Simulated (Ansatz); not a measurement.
NiSi (Pmmn, No. 59, 4 atoms in the cell; start mp-999192; a measured phase of this formula has another space group) was calculated with PBEsol (Ansatz, a quantum-chemistry and plane-wave program, PAW).

Run with plane-wave cutoff 520 eV, 18×16×12 k mesh (along the axes of the cell as run), Fermi–Dirac smearing 0.05 eV, no spin polarisation, scalar-relativistic PAW data made under PBE.

Cell (relaxed at this level):

```cif
data_Ni2Si2
_chemical_formula_sum 'Si2 Ni2'
_space_group_name_H-M_alt 'P 1'
_space_group_IT_number 1
_cell_length_a 2.94171
_cell_length_b 3.28637
_cell_length_c 4.67356
_cell_angle_alpha 90.000
_cell_angle_beta 90.000
_cell_angle_gamma 90.000
loop_
_space_group_symop_operation_xyz
  'x, y, z'
loop_
_atom_site_label
_atom_site_type_symbol
_atom_site_fract_x
_atom_site_fract_y
_atom_site_fract_z
_atom_site_occupancy
Si1 Si 0.00000 0.00000 0.15779 1
Si2 Si 0.50000 0.50000 0.84221 1
Ni1 Ni 0.00000 0.00000 0.65690 1
Ni2 Ni 0.50000 0.50000 0.34310 1
```

Question: Give the computed bulk modulus.

Answer: 
bulk modulus: 182 GPa

Note: the run has no spin polarisation, so it can have missed a magnetic state; the bulk modulus is −V dP/dV from two relaxed cells at ±2 % in volume; the relaxation could not lower the start's symmetry, so the cell can be a saddle point above a distorted one.

The computed numbers hold no vibrational or temperature effects.

Computing time: roughly 3 core-minutes.

A start named mp-… is a Materials Project structure, which need not be a measured phase.
